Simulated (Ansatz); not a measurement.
Base system: MoTe2 (space group P6_3/mmc, No. 194; layered, stacked along the Cartesian z axis).

```
CELL_PARAMETERS angstrom
      3.43402     0.00000     0.00000
     -1.71701     2.97395     0.00000
      0.00000     0.00000    13.32941
ATOMIC_POSITIONS crystal
  Te 0.66667 0.33333 0.38621
  Te 0.33333 0.66667 0.88621
  Te 0.33333 0.66667 0.61379
  Te 0.66667 0.33333 0.11379
  Mo 0.66667 0.33333 0.75000
  Mo 0.33333 0.66667 0.25000
```

Cartesian axes are those of the cell as printed.

Computed with PBEsol-D3(BJ) (Ansatz, a program for electronic structure), scalar-relativistic without spin-orbit coupling.

Strains are applied to the cell and any free atomic positions relax.

One change was made to it. Results:

```json
[
 {"quantity": "pressure (mean of the normal stresses, compression positive)", "base": "0.0 GPa", "after": "1.9 GPa"},
 {"quantity": "band gap", "base": "0.33 eV", "after": "zero"},
 {"quantity": "energy relative to the base (free energy F)", "base": "0 meV/atom", "after": "+7.5 meV/atom"}
]
```

Task: Which change produced these results?
A. uniaxial strain ε_zz = −1.20 %
B. uniaxial strain ε_zz = −1.80 %
C. uniaxial strain ε_zz = −3.00 %

Result: C, uniaxial strain ε_zz = −3.00 %. For comparison, the band gap in the other runs: uniaxial strain ε_zz = −1.80 % gives 0.10 eV; uniaxial strain ε_zz = −1.20 % gives 0.18 eV.

A case with no gap was solved on a k-mesh chosen for an insulator, which is coarse for it. Spin-orbit coupling, missing from the scalar runs, can matter with Te. Whether these cells are dynamically stable was not tested. The final runs are not spin-polarised. A zero or small gap of MoTe2 under uniaxial strain ε_zz = −3.00 %, MoTe2 under uniaxial strain ε_zz = −1.80 % and MoTe2 under uniaxial strain ε_zz = −1.20 % can be the functional's error rather than a property of the material.
